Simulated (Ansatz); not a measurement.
Here is the system:

```
CELL_PARAMETERS angstrom
      5.83310     0.00000     0.00000
      0.00000     5.83310     0.00000
      2.91655    -2.91655     5.44712
ATOMIC_POSITIONS crystal
  Cu 0.25000 0.25000 0.50000
  Cu 0.00000 0.00000 0.00000
  Ga 0.75000 0.75000 0.50000
  Ga 0.50000 0.50000 0.00000
  Se 0.37074 0.62500 0.75000
  Se 0.87926 0.12500 0.75000
  Se 0.12500 0.37074 0.25000
  Se 0.62500 0.87926 0.25000
```

No spin polarisation.

Method: DFT with PBE, PAW potentials and a 420 eV plane-wave cutoff in Ansatz (an electronic-structure program), scalar-relativistic without spin-orbit coupling, earlier PAW set. Γ-centred 8×8×8 mesh, Fermi–Dirac width 0.05 eV.

**Question.** Predict the pressure and space group.

**Answer.** 
* **Pressure (mean of the normal stresses, compression positive)**: -1.3 GPa
* **Space group**: I-42d (No. 122)

The cells carry an imposed strain or load. Whether these cells are dynamically stable was not tested. The final runs are not spin-polarised. The cell was made from GaCuSe2 in the chalcopyrite structure (space group I-42d, No. 122) by this change: biaxial strain +2.84 %, plane normal [001], relaxed out of plane.
